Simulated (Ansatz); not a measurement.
## Hypothetical fluorite TeO2, response to strain

The parent structure is TeO2 in the fluorite structure (space group Fm-3m, No. 225; a hypothetical phase, not in the database extracts checked).

```
TeO2
1.0
    0.00000     2.66761     2.66761
    2.66761     0.00000     2.66761
    2.66761     2.66761     0.00000
Te O
1 2
Direct
  0.00000   0.00000   0.00000
  0.25000   0.25000   0.25000
  0.75000   0.75000   0.75000
```

Cartesian axes are those of the cell as printed.

Strains are applied to the cell and any free atomic positions relax; under biaxial strain the out-of-plane vector relaxes too.

All numbers come from Kohn–Sham DFT with the r2SCAN functional, run in Ansatz (a program for electronic structure) with PAW and 500 eV plane waves, no spin-orbit coupling.

Candidates:
(a) biaxial strain −3.88 %, plane normal [110], relaxed out of plane
(b) biaxial strain +0.54 %, plane normal [001], relaxed out of plane
(c) isotropic strain +5.01 %

For the base:

Band gap: 1.00 eV

Problem. Order them by band gap, highest first.

Solution. (b) biaxial strain +0.54 %, plane normal [001], relaxed out of plane (0.94 eV), (c) isotropic strain +5.01 % (0.91 eV), (a) biaxial strain −3.88 %, plane normal [110], relaxed out of plane (0.73 eV)

With Te present, leaving out spin-orbit coupling can change the band edges. Gaps are Kohn–Sham eigenvalue differences; semilocal functionals usually give less than the measured gap. Stability against distortions was not tested.
